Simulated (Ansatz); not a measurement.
We consider cubic perovskite BaZrO3, described by B3LYP (VWN-RPA form) (plane waves, PAW; Ansatz, a program for electronic structure).

Run with plane-wave cutoff 460 eV, 6×6×6 k mesh, Fermi–Dirac smearing 0.01 eV, scalar-relativistic PAW data made under PBE.

Cell (measured lattice):

```yaml
crystal:
  lattice:
    - [4.19100, 0.00000, 0.00000]
    - [0.00000, 4.19100, 0.00000]
    - [0.00000, 0.00000, 4.19100]
  atoms:
    - { symbol: Ba, position: [0.00000, 0.00000, 0.00000] }
    - { symbol: Zr, position: [0.50000, 0.50000, 0.50000] }
    - { symbol: O, position: [0.50000, 0.00000, 0.50000] }
    - { symbol: O, position: [0.00000, 0.50000, 0.50000] }
    - { symbol: O, position: [0.50000, 0.50000, 0.00000] }
```

Question: Give the computed band gap and smallest direct gap on the k points sampled.

Answer: 
- band gap = 5.11 eV (on the SCF k mesh)
- smallest direct gap on the k points sampled = 5.36 eV

Measured, for comparison: band gap 5.3 eV (temperature not stated, no zero-point or thermal correction, first of three measured values (5.3, 4.86, 4.8), our sources range from 4.86 to 5.30; as tabulated in Lindman et al. (2015), arXiv:1503.06612).

Note: cell and atoms aren't relaxed at this level (pressure 4.8 GPa).

Spin–orbit coupling is not included.

Computed values are for the static lattice.

Cost on a shared machine: roughly 6 core-minutes.
